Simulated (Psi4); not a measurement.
Psi4 1.11, HF/cc-pvdz, scf_type pk: C=CCN[SiH2][SiH](O)O, 19 atoms. The geometry is a generated start, not checked to be a minimum at this level.

```yaml
task: energy
method: scf
basis: cc-pvdz
scf_type: pk
guess: auto, which took SAD (default)
diis_max_vecs: 10 (default)
scf_initial_accelerator: adiis (default)
e_convergence: 1e-06 (default)
d_convergence: 1e-06 (default)
basis_functions: 175
```

On 4 threads. Build: conda-forge: OpenMP (LLVM), MKL, Libint2. Each setting ran once; only counts and results are compared.

Values of memory tried: 8 GB, 4 GB, 2 GB, 1 GB, 0.5 GB, 0.3 GB.

Task: How low can the memory setting go, and what changes on the way?

Result: It runs down to 0.3 GB, the lowest tried, with the same result. At 8 GB: SCF: PK in core. From 2 GB down: SCF: PK on disk.

```tsv
memory	path	peak memory
8 GB	SCF: PK in core	2.2 GiB
4 GB	SCF: PK in core	2.2 GiB
2 GB	SCF: PK on disk	1.9 GiB
1 GB	SCF: PK on disk	1.1 GiB
0.5 GB	SCF: PK on disk	0.77 GiB
0.3 GB	SCF: PK on disk	0.65 GiB
```

Peak memory is the kernel's count for the largest process, libraries included and scratch files not. The peak passes the setting at 2 GB, 1 GB, 0.5 GB, 0.3 GB: it is no hard cap.
